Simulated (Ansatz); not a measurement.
Structures of equal composition on the (000-1) surface of wurtzite GaN (N plane on top): 2x2 In adatom at H3; 2x2 In adatom at T4. The slabs share one bottom face, and each structure is named by its start. These are constructed structures in small cells; real faces may alloy, dewet or reconstruct in larger ones, and not all known structures of the face are among them. Slabs of about 14 Å with all that they carry, Fermi-Dirac smearing of 0.025 eV. Bottom of the slabs: H caps. Relaxed from the named starts with such symmetry as they have, on meshes of like density; energies extrapolated to zero smearing; no spin-orbit coupling, no U. Spin-polarised runs, if any, are marked in brackets, and their order is one that fits the cell; the others ran without spin. Where a second, spin-polarised start was run, the lower counts.

Host crystal: wurtzite GaN, with a band gap (PBE, scalar-relativistic without spin-orbit coupling).

Calculation: r2SCAN, at the PBE geometry (plane waves to 500 eV, PAW; Ansatz, an electronic-structure program).

### Question
Rank these by energy per 1x1 cell (lowest first), as r2SCAN, at the PBE geometry gives it.

### Answer
2x2 In adatom at H3 (0.000 eV, gap 0.33 eV on the mesh), 2x2 In adatom at T4 (0.164 eV (3 In–N bonds formed), a narrow gap of 0.19 eV by band count)
